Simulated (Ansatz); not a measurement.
Take HfO2 (space group P2_1/c, No. 14; a = 5.1612 Å, b = 5.2118 Å, c = 5.3523 Å, α = γ = 90.00°, β = 99.66°) as the base.

Structures relaxed with Kohn–Sham DFT with the PBE functional, run in Ansatz (a program for electronic structure) with PAW and 420 eV plane waves, no SOC.

Base:

Simulated powder pattern, Co Kα, λ = 1.79026 Å (kinematic, ideal powder, no thermal factors, no anomalous dispersion; the 14 strongest lines at most, above 2 %, up to 2θ = 90°):

```tsv
2θ (°)	I/Imax (%)	hkl
27.94	14	(011)
28.47	13	(110)
32.69	100	(1 1 -1)
36.73	78	(111)
39.67	25	(002)
40.18	19	(020)
41.20	23	(200)
45.05	10	(021)
47.48	14	(2 1 -1)
57.74	18	(022)
58.91	21	(220)
59.21	11	(1 2 -2)
63.77	12	(202)
74.56	13	(311)
```

One thing is altered: the cell is scaled by 0.9711 in all directions, atoms relaxed at fixed cell.

After the change:

Simulated powder pattern, Co Kα, λ = 1.79026 Å (kinematic, ideal powder, no thermal factors, no anomalous dispersion; the 14 strongest lines at most, above 2 %, up to 2θ = 90°):

```json
[
 {"2θ (°)": "28.79", "d (Å)": "3.601", "I/Imax (%)": "15", "hkl": "(011)"},
 {"2θ (°)": "29.33", "d (Å)": "3.536", "I/Imax (%)": "12", "hkl": "(110)"},
 {"2θ (°)": "33.69", "d (Å)": "3.089", "I/Imax (%)": "100", "hkl": "(1 1 -1)"},
 {"2θ (°)": "37.86", "d (Å)": "2.759", "I/Imax (%)": "80", "hkl": "(111)"},
 {"2θ (°)": "40.90", "d (Å)": "2.562", "I/Imax (%)": "27", "hkl": "(002)"},
 {"2θ (°)": "41.43", "d (Å)": "2.531", "I/Imax (%)": "22", "hkl": "(020)"},
 {"2θ (°)": "42.49", "d (Å)": "2.470", "I/Imax (%)": "24", "hkl": "(200)"},
 {"2θ (°)": "48.98", "d (Å)": "2.159", "I/Imax (%)": "18", "hkl": "(2 1 -1)"},
 {"2θ (°)": "59.63", "d (Å)": "1.800", "I/Imax (%)": "19", "hkl": "(022)"},
 {"2θ (°)": "60.84", "d (Å)": "1.768", "I/Imax (%)": "20", "hkl": "(220)"},
 {"2θ (°)": "61.15", "d (Å)": "1.760", "I/Imax (%)": "11", "hkl": "(1 2 -2)"},
 {"2θ (°)": "65.90", "d (Å)": "1.646", "I/Imax (%)": "12", "hkl": "(202)"},
 {"2θ (°)": "75.35", "d (Å)": "1.465", "I/Imax (%)": "11", "hkl": "(2 1 -3)"},
 {"2θ (°)": "77.18", "d (Å)": "1.435", "I/Imax (%)": "13", "hkl": "(311)"}
]
```

The indices refer to the base's conventional cell; one index is shown for lines that coincide.

The cells carry an imposed strain or load. Stability against distortions was not tested.
